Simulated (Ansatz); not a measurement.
Take CdS in the zinc blende structure (space group F-43m, No. 216; a = 5.757 Å) as the base. Axes: x, y, z lie along the cube axes.

All numbers come from LDA, PAW, 420 eV (Ansatz, a quantum-chemistry and plane-wave program; no SOC).

Strains are applied to the cell and any free atomic positions relax; under biaxial strain the out-of-plane vector relaxes too.

One change was made to it. Results:

```json
[
 {"quantity": "volume per atom", "base": "23.85 Å³", "after": "23.96 Å³"},
 {"quantity": "energy relative to the base (free energy F)", "base": "0 meV/atom", "after": "+0.7 meV/atom"}
]
```

Problem. Which change produced these results?
(A) biaxial strain −2.50 %, plane normal [001], relaxed out of plane
(B) biaxial strain +3.00 %, plane normal [001], relaxed out of plane
(C) biaxial strain +1.00 %, plane normal [001], relaxed out of plane

Solution. C, biaxial strain +1.00 %, plane normal [001], relaxed out of plane. For comparison, the energy relative to the base in the other runs: biaxial strain +3.00 %, plane normal [001], relaxed out of plane gives +6.4 meV/atom; biaxial strain −2.50 %, plane normal [001], relaxed out of plane gives +5.0 meV/atom.

No phonon test of stability was made.
